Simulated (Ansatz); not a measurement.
The parent structure is TaSi₂ (space group P6_222, No. 180; a = 4.7760 Å, c = 6.5628 Å). Axes: x lies along a and z along c of the hexagonal cell.

Level of theory: Ansatz (an electronic-structure program) r2SCAN, scalar-relativistic without spin-orbit coupling.

Before the change:

The volume per atom comes out as 14.40 Å³ and the pressure comes out as 0.0 GPa.

Modification: biaxial strain +2.28 %, plane normal [001], relaxed out of plane (Cartesian); in-plane vectors clamped, the third vector and the atoms free.

### Question
How does this affect the volume per atom and pressure?

### Answer
The volume per atom rises by 0.54 Å³ to 14.94 Å³; the pressure (mean of the normal stresses, compression positive) goes from zero to -5.7 GPa.

No phonon test of stability was made. The final runs are not spin-polarised. An odd electron count without spin: TaSi2.
